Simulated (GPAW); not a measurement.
**Input and output of a self-consistent single point for Mg₃Sc (P6_3/mmc, 8 atoms in the cell) (GPAW)**

Method: PBEsol, GPAW PAW datasets PBEsol (made by gpaw-setup) (plane waves; GPAW).

Input as run:

```python
from ase import Atoms
from ase.units import GPa
from gpaw import GPAW, PW, FermiDirac

atoms = Atoms(['Mg', 'Mg', 'Mg', 'Mg', 'Mg', 'Mg', 'Sc', 'Sc'],
              cell=[[6.276330, 0.000000, 0.000000],
                    [-3.138165, 5.435462, 0.000000],
                    [0.000000, 0.000000, 4.988280]],
              positions=[[-0.000000, 1.811313, 1.247070],
                         [3.138165, 3.624149, 3.741210],
                         [4.707687, 0.905657, 3.741210],
                         [-1.569522, 4.529805, 1.247070],
                         [1.569522, 4.529805, 1.247070],
                         [1.568643, 0.905657, 3.741210],
                         [3.138168, 1.811819, 1.247070],
                         [-0.000003, 3.623643, 3.741210]],
              pbc=True)

calc = GPAW(mode=PW(800),
            xc='PBEsol',
            kpts={'size': (4, 4, 5), 'gamma': True},
            occupations=FermiDirac(0.1),
            nbands=-14,
            symmetry={'symmorphic': False, 'tolerance': 0.0005},
            maxiter=120)

atoms.calc = calc

energy = atoms.get_potential_energy()
print('Energy (eV):', round(energy, 6))
forces = atoms.get_forces()
print('Forces (eV/Ang):')
print(forces.round(5))
stress = atoms.get_stress()
print('Stress (GPa, Voigt):', (stress / GPa).round(4))
```

Output, abridged:

```
Input parameters:
  kpts: {gamma: True,
         size: (4, 4, 5)}
  maxiter: 120
  mode: {ecut: 800.0,
         name: pw}
  nbands: -14
  occupations: {fixmagmom: False,
                name: fermi-dirac,
                width: 0.1}
  symmetry: {symmorphic: False,
             tolerance: 0.0005}
  xc: PBEsol

species:
  Mg:
    name: Magnesium
    Z: 12.0
    valence: 10
    core: 2
    charge: 0.0
    file: Mg.PBEsol.gz

    # Using partial waves for Mg as LCAO basis

  Sc:
    name: Scandium
    Z: 21.0
    valence: 11
    core: 10
    charge: 0.0
    file: Sc.PBEsol.gz

    # Using partial waves for Sc as LCAO basis

Reference energy: -74154.303243  # eV

Spin-paired calculation

Convergence criteria:
 Maximum [total energy] change in last 3 cyles: 0.0005 eV / valence electron
 Maximum integral of absolute [dens]ity change: 0.0001 electrons / valence electron
 Maximum integral of absolute [eigenst]ate change: 4e-08 eV^2 / valence electron
 Maximum number of scf [iter]ations: 120

Symmetries present (total): 24
Symmetries with fractional translations: 12
80 k-points: 4 x 4 x 5 Monkhorst-Pack grid + [1/8,1/8,0.000000]
12 k-points in the irreducible part of the Brillouin zone
       k-points in crystal coordinates                weights
   0:     0.00000000    0.00000000    0.00000000          1/80
   1:     0.00000000    0.00000000    0.20000000          2/80
   2:     0.00000000    0.00000000    0.40000000          2/80
   [... 7 lines left out ...]
          ...
  11:     0.50000000    0.50000000    0.40000000          6/80

Wave functions: Plane wave expansion
  Cutoff energy: 800.000 eV
  Number of coefficients (min, max): 8700, 8789
  Pulay-stress correction: 0.000000 eV/Ang^3 (de/decut=0.000000)

Occupation numbers: Fermi-Dirac:
  width: 0.1000  # eV

Eigensolver

Densities:
  Coarse grid: 42*42*36 grid
  Fine grid: 84*84*72 grid
  Total Charge: 0.000000

Density mixing:
  Method: separate
  Backend: pulay
  Linear mixing parameter: 0.05
  old densities: 5
  Damping of long wavelength oscillations: 50

Hamiltonian:
  XC and Coulomb potentials evaluated on a 84*84*72 grid
  External potential:
    NoExternalPotential

XC parameters: PBEsol with 2 nearest neighbor stencil

Number of atoms: 8
Number of atomic orbitals: 74
Number of bands in calculation: 55
Number of valence electrons: 82
Bands to converge: occupied

Density initialized from atomic densities
  55 bands from LCAO basis set

Atomic positions and initial magnetic moments

Positions:
   0 Mg    -0.000000    1.811313    1.247070    ( 0.0000,  0.0000,  0.0000)
   1 Mg     3.138165    3.624149    3.741210    ( 0.0000,  0.0000,  0.0000)
   2 Mg     4.707687    0.905657    3.741210    ( 0.0000,  0.0000,  0.0000)
   3 Mg    -1.569522    4.529805    1.247070    ( 0.0000,  0.0000,  0.0000)
   4 Mg     1.569522    4.529805    1.247070    ( 0.0000,  0.0000,  0.0000)
   5 Mg     1.568643    0.905657    3.741210    ( 0.0000,  0.0000,  0.0000)
   6 Sc     3.138168    1.811819    1.247070    ( 0.0000,  0.0000,  0.0000)
   7 Sc    -0.000003    3.623643    3.741210    ( 0.0000,  0.0000,  0.0000)

Unit cell:
           periodic     x           y           z      points  spacing
  1. axis:    yes    6.276330    0.000000    0.000000    42     0.1294
  2. axis:    yes   -3.138165    5.435462    0.000000    42     0.1294
  3. axis:    yes    0.000000    0.000000    4.988280    36     0.1386

  Lengths:   6.276330   6.276331   4.988280
  Angles:   90.000000  90.000000 119.999996

Effective grid spacing dv^(1/3) = 0.1389

     iter     time        total  log10-change:
                         energy   eigst   dens
iter:   1 --:--:--   -21.188039
iter:   2 --:--:--   -21.351898   -0.19  -1.56
iter:   3 --:--:--   -21.270940   -0.79  -1.59
iter:   4 --:--:--   -21.311516   -1.50  -1.89
iter:   5 --:--:--   -21.285173c  -1.89  -2.00
iter:   6 --:--:--   -21.291106c  -2.44  -2.39
iter:   7 --:--:--   -21.281318c  -3.02  -2.54
iter:   8 --:--:--   -21.279238c  -3.16  -2.65
iter:   9 --:--:--   -21.278335c  -3.55  -2.89
iter:  10 --:--:--   -21.277737c  -4.06  -2.98
iter:  11 --:--:--   -21.277810c  -4.70  -3.72
iter:  12 --:--:--   -21.277702c  -5.46  -3.72
iter:  13 --:--:--   -21.277679c  -5.90  -3.78
iter:  14 --:--:--   -21.277736c  -6.01  -3.89
iter:  15 --:--:--   -21.277674c  -5.69  -3.91
iter:  16 --:--:--   -21.277706c  -6.54  -4.02c
iter:  17 --:--:--   -21.277756c  -6.05  -4.12c
iter:  18 --:--:--   -21.277743c  -6.88  -4.45c
iter:  19 --:--:--   -21.277743c  -7.50c -4.54c

Converged after 19 iterations.

Dipole moment: (0.000000, -0.000000, 0.000000) |e|*Ang

Energy contributions relative to reference atoms: (reference = -74154.303243)

Kinetic:         +1.904101
Potential:       +9.813458
External:        +0.000000
XC:             -32.917874
Entropy (-ST):   -0.214068
Local:           +0.029606
SIC:             +0.000000
--------------------------
Free energy:    -21.384778
Extrapolated:   -21.277743

Showing only first 2 kpts
 Kpt  Band  Eigenvalues  Occupancy
  0    39      3.51257    1.99989
  0    40      4.36219    1.57468
  0    41      4.81419    0.07750
  0    42      4.81421    0.07749

  1    39      3.21723    1.99999
  1    40      4.53744    0.78179
  1    41      4.53746    0.78169
  1    42      4.93389    0.02407

Fermi level: 4.49309

No gap
No difference between direct/indirect transitions
Energy (eV): -21.277743

Forces in eV/Ang:
  0 Mg   -0.00000    0.02036    0.00000
  1 Mg    0.00000   -0.02036   -0.00000
  2 Mg   -0.01763    0.01018   -0.00000
  3 Mg    0.01763   -0.01018    0.00000
  4 Mg   -0.01763   -0.01018   -0.00000
  5 Mg    0.01763    0.01018    0.00000
  6 Sc    0.00000   -0.00000    0.00000
  7 Sc   -0.00000    0.00000   -0.00000

Stress tensor:
    -0.015667     0.000000     0.000000
     0.000000    -0.015667     0.000000
     0.000000     0.000000    -0.017016
Stress (GPa, Voigt): [-2.5102 -2.5102 -2.7262  0.      0.      0.    ]
```

The run converged in 19 iterations. GPAW prints stress with tension positive.

The starting cell comes from a database of computed structures (which also holds hypothetical and non-ambient phases and stackings), without a prior relaxation at this level. Its lattice was rescaled by a random factor within 2.5 % of one.

Cost on one core of a shared machine: roughly 2 min.
